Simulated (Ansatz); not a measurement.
**Pressure series in LaZnSbO**

Consider LaZnSbO (space group P4/nmm, No. 129; a cell from a computed database, its experimental status unchecked).

```xyz
8
Lattice="4.1869 0.0000 0.0000 0.0000 4.1869 0.0000 0.0000 0.0000 9.4192" Properties=species:S:1:pos:R:3 pbc="T T T"
La     0.0000     2.0934     8.2703
La     2.0934     0.0000     1.1489
Zn     0.0000     0.0000     4.7096
Zn     2.0934     2.0934     4.7096
Sb     2.0934     0.0000     6.4169
Sb     0.0000     2.0934     3.0022
O      2.0934     2.0934     0.0000
O      0.0000     0.0000     0.0000
```

Cell and atoms are relaxed at each pressure.

Level of theory: PBEsol (Ansatz, a first-principles code; PAW; 420 eV plane waves; without spin-orbit coupling).

```json
[
 {"case": "base", "c/a ratio": "2.250", "shortest interatomic distance": "2.388 Å"},
 {"case": "pressure 0.3 GPa", "c/a ratio": "2.246", "shortest interatomic distance": "2.386 Å"},
 {"case": "pressure 0.7 GPa", "c/a ratio": "(withheld)", "shortest interatomic distance": "(withheld)"},
 {"case": "pressure 1.5 GPa", "c/a ratio": "2.231", "shortest interatomic distance": "(withheld)"}
]
```

Q: Fill in the withheld entries from the trend.

A: 
- pressure 0.7 GPa, c/a ratio: 2.241
- pressure 0.7 GPa, shortest interatomic distance: 2.384 Å
- pressure 1.5 GPa, shortest interatomic distance: 2.380 Å

Load acts through the strain it causes; cell and atoms are relaxed under it. Stability against distortions was not tested. All final runs are without spin polarisation.
